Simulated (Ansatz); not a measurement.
Take Sc in the hcp (Mg type) structure (space group P6_3/mmc, No. 194; relaxed with 0.1 eV smearing) as the base.

```
Sc
1.0
    3.31794     0.00000     0.00000
   -1.65897     2.87342     0.00000
    0.00000     0.00000     5.18600
Sc
2
Direct
  0.66667   0.33333   0.75000
  0.33333   0.66667   0.25000
```

Level of theory: Ansatz (a first-principles code) PBE, spin-orbit coupling left out.

Strains are applied to the cell and any free atomic positions relax.

One change was made to it. Results:

The energy goes up by 8.7 meV/atom; the band gap stays zero; the pressure (mean of the normal stresses, compression positive) goes from zero to 2.6 GPa.

Q: Name the change that was made.
A) isotropic strain +1.00 %
B) isotropic strain −1.50 %
C) isotropic strain −3.00 %
D) isotropic strain +2.00 %

A: B, isotropic strain −1.50 %. For comparison, the energy relative to the base in the other runs: isotropic strain +1.00 % gives +3.6 meV/atom; isotropic strain +2.00 % gives +14 meV/atom; isotropic strain −3.00 % gives +36 meV/atom.

No phonon test of stability was made. The final runs are not spin-polarised.
